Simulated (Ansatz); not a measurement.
The reference is SnO2 in the rutile structure (space group P4_2/mnm, No. 136).

```
SnO2
1.0
    4.82757     0.00000     0.00000
    0.00000     4.82757     0.00000
    0.00000     0.00000     3.23813
Sn O
2 4
Direct
  0.00000   0.00000   0.00000
  0.50000   0.50000   0.50000
  0.30658   0.30658   0.00000
  0.80658   0.19342   0.50000
  0.19342   0.80658   0.50000
  0.69342   0.69342   0.00000
```

Cartesian axes are those of the cell as printed.

Level of theory: PBE (Ansatz, a program for electronic structure), no spin-orbit coupling.

Now apply this change: the cell is stretched by 1.20 % along z with no lateral relaxation, atoms relaxed at fixed cell.

### Question
Predict the stress tensor and what it implies for the stiffness.

### Answer
Stress of the strained cell less that of the base (GPa, compression positive):
```
  -1.48    0.00    0.00
   0.00   -1.48    0.00
   0.00    0.00   -4.33
```

Then −Δσ_ii/ε with ε = 0.0120 gives relaxed-ion elastic constants: C33 ≈ 361 GPa, C13 ≈ 124 GPa and C23 ≈ 124 GPa.

Whether these cells are dynamically stable was not tested.
